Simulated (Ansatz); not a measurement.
The reference is MgO in the rock salt structure (space group Fm-3m, No. 225; a = 4.2141 Å). Axes: x, y, z lie along the cube axes.

Modification: tensor shear ε_xy = +2.50 % (engineering shear γ = 0.0500), atoms relaxed at fixed cell.

Levels (all Ansatz, a program for electronic structure, PAW): PBEsol (420 eV, spin-orbit coupling left out); r2SCAN (500 eV, no spin-orbit coupling); HSE06 (420 eV, without spin-orbit coupling).

One geometry, relaxed with PBEsol, under each level:

```json
[
 {"level": "PBEsol", "band gap": "4.40 eV", "lowest conduction level above the VBM at special points": "Γ 4.40 eV; R 7.37 eV; S 7.70 eV; X 8.47 eV", "pressure": "0.13 GPa"},
 {"level": "r2SCAN", "band gap": "[?]", "lowest conduction level above the VBM at special points": "[?]", "pressure": "[?]"},
 {"level": "HSE06", "band gap": "6.25 eV", "lowest conduction level above the VBM at special points": "Γ 6.25 eV; R 9.31 eV; S 9.66 eV", "pressure": "–"}
]
```

Give the withheld r2SCAN results.


- r2SCAN, band gap: 5.39 eV
- r2SCAN, lowest conduction level above the VBM at special points: Γ 5.39 eV; R 8.43 eV; S 8.78 eV; X 9.57 eV
- r2SCAN, pressure: -1.01 GPa

Single points use the geometry relaxed with PBEsol. Their cutoffs differ, which shifts pressures a little. The cells carry an imposed strain or load. Stability against distortions was not tested. The base started in P3_121 and relaxed to Fm-3m at this level. Labels are those of the standard path for the cell's own space group.
